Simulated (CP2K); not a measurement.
**CP2K run on Bi2Te3 (R-3m, 5 atoms in the cell): self-consistent single point**

Level of theory: PBE, GPW, DZVP-MOLOPT-SR-GTH basis, GTH-PBE potentials (GTH_POTENTIALS) run with CP2K.

Input as run:

```
&GLOBAL
  PROJECT scf
  RUN_TYPE ENERGY_FORCE
  PRINT_LEVEL LOW
&END GLOBAL
&FORCE_EVAL
  METHOD Quickstep
  STRESS_TENSOR ANALYTICAL
  &DFT
    BASIS_SET_FILE_NAME BASIS_MOLOPT
    POTENTIAL_FILE_NAME GTH_POTENTIALS
    &QS
      METHOD GPW
      EPS_DEFAULT 1E-11
    &END QS
    &MGRID
      CUTOFF 400
      REL_CUTOFF 60
      NGRIDS 4
    &END MGRID
    &SCF
      SCF_GUESS ATOMIC
      EPS_SCF 1E-6
      MAX_SCF 100
      ADDED_MOS 6
      &DIAGONALIZATION
        ALGORITHM STANDARD
      &END DIAGONALIZATION
      &MIXING
        METHOD BROYDEN_MIXING
        ALPHA 0.2
        NBUFFER 10
        BETA 1
      &END MIXING
      &SMEAR ON
        METHOD FERMI_DIRAC
        ELECTRONIC_TEMPERATURE [K] 116.05
      &END SMEAR
    &END SCF
    &KPOINTS
      SCHEME MONKHORST-PACK 3 3 3
    &END KPOINTS
    &XC
      &XC_FUNCTIONAL PBE
      &END XC_FUNCTIONAL
    &END XC
    &PRINT
      &MO
        EIGENVALUES T
        OCCUPATION_NUMBERS T
        NDIGITS 8
        FILENAME mo
        &EACH
          QS_SCF 0
        &END EACH
        ADD_LAST NUMERIC
      &END MO
      &MULLIKEN OFF
      &END MULLIKEN
    &END PRINT
  &END DFT
  &SUBSYS
    &CELL
      A 10.52557700 0.00000000 0.00000000
      B 9.60511800 4.30458800 0.00000000
      C 9.60511700 2.05388200 3.78299400
      PERIODIC XYZ
    &END CELL
    &COORD
      SCALED
      Bi       0.40000000     0.40000000     0.40000000
      Bi       0.60000000     0.60000000     0.60000000
      Te       0.00000000     0.00000000     0.00000000
      Te       0.21000000     0.21000000     0.21000000
      Te       0.79000000     0.79000000     0.79000000
    &END COORD
    &KIND Bi
      BASIS_SET DZVP-MOLOPT-SR-GTH-q5
      POTENTIAL GTH-PBE-q5
    &END KIND
    &KIND Te
      BASIS_SET DZVP-MOLOPT-SR-GTH-q6
      POTENTIAL GTH-PBE-q6
    &END KIND
  &END SUBSYS
  &PRINT
    &FORCES ON
    &END FORCES
    &STRESS_TENSOR ON
    &END STRESS_TENSOR
  &END PRINT
&END FORCE_EVAL
```

Output (repeated stretches shortened):

```
 GLOBAL| Method name                                                        CP2K
 GLOBAL| Project name                                                        scf
 GLOBAL| Run type                                                   ENERGY_FORCE

 TOTAL NUMBERS AND MAXIMUM NUMBERS

  Total number of            - Atomic kinds:                                   2
                             - Atoms:                                          5
                             - Shell sets:                                     5
                             - Shells:                                        25
                             - Primitive Cartesian functions:                 25
                             - Cartesian basis functions:                     70
                             - Spherical basis functions:                     65

  Maximum angular momentum of- Orbital basis functions:                        2
                             - Local part of the GTH pseudopotential:          0
                             - Non-local part of the GTH pseudopotential:      4

 SCF PARAMETERS         Density guess:                                    ATOMIC
                        max_scf:                                             100
                        max_diis:                                              4
                        eps_scf:                                        1.00E-06
                        eps_diis:                                       1.00E-01
                        eps_eigval:                                     1.00E-05
                        level_shift [a.u.]:                             0.000000
                        added MOs                                         6    0
                        Mixing method:                            BROYDEN_MIXING
                                                charge density mixing in g-space
                        Smear method:                                FERMI_DIRAC
                        Electronic temperature [K]:                        116.0
                        Electronic temperature [a.u.]:                  3.68E-04
                        Accuracy threshold:                             1.00E-10
                        No outer SCF

 Extrapolation method: initial_guess

 Number of electrons:                                                         28
 Number of occupied orbitals:                                                 14
 Number of molecular orbitals:                                                20

 Number of orbital functions:                                                 65
 Number of independent orbital functions:                                     65

 SCF WAVEFUNCTION OPTIMIZATION

  Step     Update method      Time    Convergence         Total energy    Change
     1 NoMix/Diag. 0.20E+00      -     2.15488065       -35.7372986309 -3.57E+01
     2 Broy./Diag. 0.20E+00      -     0.02707632       -35.6044353746  1.33E-01
     3 Broy./Diag. 0.20E+00      -     0.09616817       -35.6027493685  1.69E-03
     4 Broy./Diag. 0.20E+00      -     0.00735928       -35.6952488970 -9.25E-02
     5 Broy./Diag. 0.20E+00      -     0.01236355       -35.6269836486  6.83E-02
     6 Broy./Diag. 0.20E+00      -     0.00237331       -35.6150610961  1.19E-02
     7 Broy./Diag. 0.20E+00      -     0.00246341       -35.5967252507  1.83E-02
   [... 2 lines left out ...]
    10 Broy./Diag. 0.20E+00      -     0.00002631       -35.5909312116 -4.20E-04
    11 Broy./Diag. 0.20E+00      -     0.00004677       -35.5921751607 -1.24E-03
    12 Broy./Diag. 0.20E+00      -     0.00000187       -35.5923018017 -1.27E-04
    13 Broy./Diag. 0.20E+00      -     0.00000695       -35.5923092119 -7.41E-06
    14 Broy./Diag. 0.20E+00      -     0.00000063       -35.5923099844 -7.73E-07

  *** SCF run converged in    14 steps ***

  Electronic density on regular grids:        -28.0000000000        0.0000000000
  Core density on regular grids:               27.9999999991       -0.0000000009
  Total charge density on r-space grids:       -0.0000000009
  Total charge density g-space grids:          -0.0000000009

  Overlap energy of the core charge distribution:               0.00000000010346
  Self energy of the core charge distribution:                -76.29838004456829
  Core Hamiltonian energy:                                     15.36594980087105
  Hartree energy:                                              33.46142441991962
  Exchange-correlation energy:                                 -8.12130416037338
  Electronic entropic energy:                                  -0.00000000039641
  Fermi energy:                                                 0.16830920713586

  Total energy:                                               -35.59230998444392
  Total energy (extrapolated to T->0):                        -35.59230998424572

 ENERGY| Total FORCE_EVAL ( QS ) energy [hartree]            -35.592297243785858

 FORCES| Atomic forces [hartree/bohr]
 FORCES|   Atom     x               y               z               |f|
 FORCES|      1 -6.69988556E-04 -1.43265477E-04 -8.52596426E-05   6.90419343E-04
 FORCES|      2  6.69990105E-04  1.43261538E-04  8.52516521E-05   6.90419042E-04
 FORCES|      3  3.90239731E-09  6.10321207E-09  7.23323378E-09   1.02370686E-08
 FORCES|      4  1.41598363E-03  3.02779979E-04  1.80104786E-04   1.45915150E-03
 FORCES|      5 -1.41598909E-03 -3.02782152E-04 -1.80104034E-04   1.45915715E-03
 FORCES| Sum    -3.19193435E-12 -9.21906290E-12 -5.15243401E-12
 FORCES| Total atomic force                                       1.10330024E-11

 STRESS| Analytical stress tensor [bar]
 STRESS|                        x                   y                   z
 STRESS|      x        1.36509503556E+04  -2.57607922308E+03  -1.53249487231E+03
 STRESS|      y       -2.57607922308E+03   2.51473063092E+04  -3.27691380123E+02
 STRESS|      z       -1.53249487231E+03  -3.27691380123E+02   2.55030850860E+04
 STRESS| 1/3 Trace                                             2.14337805836E+04
```

The run converged in 14 iterations.

The starting cell has typed, rounded lattice constants, without a prior relaxation at this level. Its lattice was rescaled by up to half a per cent. Values carry the incompleteness of an atom-centred basis.

Cost on one core of a shared machine: roughly 4 min.
